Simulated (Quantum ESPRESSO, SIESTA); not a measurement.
A SIESTA input for a self-consistent single point of LaC2 (I4/mmm, 3 atoms in the cell) (DFT, GGA PBEsol, numerical atomic orbitals DZP, PseudoDojo PBEsol standard norm-conserving potentials (rewritten from UPF to PSML)):

```
# files in the folder: La.psml C.psml (PseudoDojo PBEsol standard)
SystemName  LaC2
SystemLabel siesta

NumberOfAtoms                3
NumberOfSpecies              2
%block ChemicalSpeciesLabel
  1 57 La
  2 6 C
%endblock ChemicalSpeciesLabel
LatticeConstant              1.0 Ang
%block LatticeVectors
    -1.937632000    1.937632000    3.222480000
     1.937632000   -1.937632000    3.222480000
     1.937632000    1.937632000   -3.222480000
%endblock LatticeVectors
AtomicCoordinatesFormat      Ang
%block AtomicCoordinatesAndAtomicSpecies
     0.000000000    0.000000000    0.000000000  1
    -0.000000000    0.000000000    2.589971626  2
    -0.000000000    0.000000000    3.854988374  2
%endblock AtomicCoordinatesAndAtomicSpecies

XC.functional                GGA
XC.authors                   PBEsol
PAO.BasisSize                DZP
PAO.EnergyShift              0.01 Ry
MeshCutoff                   350 Ry
%block kgrid.MonkhorstPack
   14   0   0  0.0
    0  14   0  0.0
    0   0  14  0.0
%endblock kgrid.MonkhorstPack
OccupationFunction           FD
ElectronicTemperature        100.0 meV

MaxSCFIterations             150
SCF.Mixer.Method             Pulay
SCF.Mixer.Weight             0.25
SCF.Mixer.History            8
SCF.DM.Tolerance             1.0E-05
Diag.ParallelOverK           true
WriteForces                  true
```

**Question.** Give the Quantum ESPRESSO input for the same structure, mesh, smearing and functional.

**Answer.** This is the input that was run; spellings and numerical settings could be chosen otherwise.

```fortran
&control
    calculation = 'scf',
    prefix = 'LaC2',
    outdir = './work',
    pseudo_dir = './',
    tprnfor = .true.,
    tstress = .true.,
/
&system
    ibrav = 0,
    nat = 3,
    ntyp = 2,
    ecutwfc = 40,
    ecutrho = 200,
    occupations = 'smearing',
    smearing = 'fd',
    degauss = 0.0073499,
/
&electrons
    conv_thr = 1.0e-11,
    mixing_beta = 0.7,
/
ATOMIC_SPECIES
La   138.9055  la_pbesol_v1.uspp.F.UPF
C     12.0110  c_pbesol_v1.2.uspp.F.UPF
CELL_PARAMETERS bohr
  -3.661593810     3.661593810     6.089604642
   3.661593810    -3.661593810     6.089604642
   3.661593810     3.661593810    -6.089604642
ATOMIC_POSITIONS crystal
La    0.000000000    0.000000000    0.000000000
C     0.401860000    0.401860000    0.000000000
C     0.598140000    0.598140000    0.000000000
K_POINTS automatic
14 14 14  0 0 0
```

Basis, cutoffs, solver keys and any potentials are the target program's own. This input uses DFT, PBEsol, plane waves, GBRV 1.5 ultrasoft (PBESOL) pseudopotentials.

The starting cell comes from a database of computed structures (which also holds hypothetical and non-ambient phases and stackings), without a prior relaxation at this level. Its lattice was rescaled by a random factor within 2.5 % of one. For this run, on top of that: lattice scaled by 0.98.
